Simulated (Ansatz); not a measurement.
Consider AlP in the zinc blende structure (space group F-43m, No. 216).

```xyz
2
Lattice="0.0000 2.7352 2.7352 2.7352 0.0000 2.7352 2.7352 2.7352 0.0000" Properties=species:S:1:pos:R:3 pbc="T T T"
P      1.3676     1.3676     1.3676
Al     0.0000     0.0000     0.0000
```

Cartesian axes are those of the cell as printed.

Levels (all Ansatz, an electronic-structure program, PAW, earlier PAW set): PBEsol (420 eV, no SOC); HSE06+SOC (420 eV, noncollinear with spin-orbit coupling).

Its gap is 1.45 eV with PBEsol and 2.25 eV with HSE06+SOC.

Perturbation: uniaxial stress, 5 GPa compression along z, with the cell and atoms free to relax against it.

With PBEsol the gap becomes 0.79 eV.

If the HSE06+SOC correction stayed the same, what would the HSE06+SOC gap be, and what does the HSE06+SOC run give?

A rigid correction of +0.80 eV gives 1.59 eV. The HSE06+SOC run gives 1.57 eV, so the two effects roughly add.

Single points use the geometry relaxed with PBEsol. The hybrid gap comes from the SCF mesh plus the semilocal run's edge points and a few special points and is an upper bound. The spin-orbit shifts are approximate. Load acts through the strain it causes; cell and atoms are relaxed under it. Stability under load was not tested beyond the relaxation.
